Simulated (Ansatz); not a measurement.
Take Ge in the diamond structure (space group Fd-3m, No. 227; a = 5.674 Å) as the base. Axes: x, y, z lie along the cube axes.

All numbers come from r2SCAN (Ansatz, a first-principles code; PAW; 500 eV plane waves; scalar-relativistic without spin-orbit coupling).

Before the change:

```
Item                             Value
-----------------------------  -------
Shortest interatomic distance  2.457 Å
```

One thing is altered: tensor shear ε_xy = +0.57 % (engineering shear γ = 0.0114), atoms relaxed at fixed cell.

Q: How does this affect the energy relative to the base?

A: The energy increases by 0.6 meV/atom.

Q: What happens to the stress?

A: The stress (xx, yy, zz, yz, xz, xy; compression positive) amounts to (0.02, 0.02, 0.01, 0.00, 0.00, -0.76) GPa.

Q: What does the calculation give for the shortest interatomic distance after the change?

A: The shortest interatomic distance falls by 0.005 Å, from 2.457 Å to 2.452 Å.

The cells carry an imposed strain or load. Whether these cells are dynamically stable was not tested.
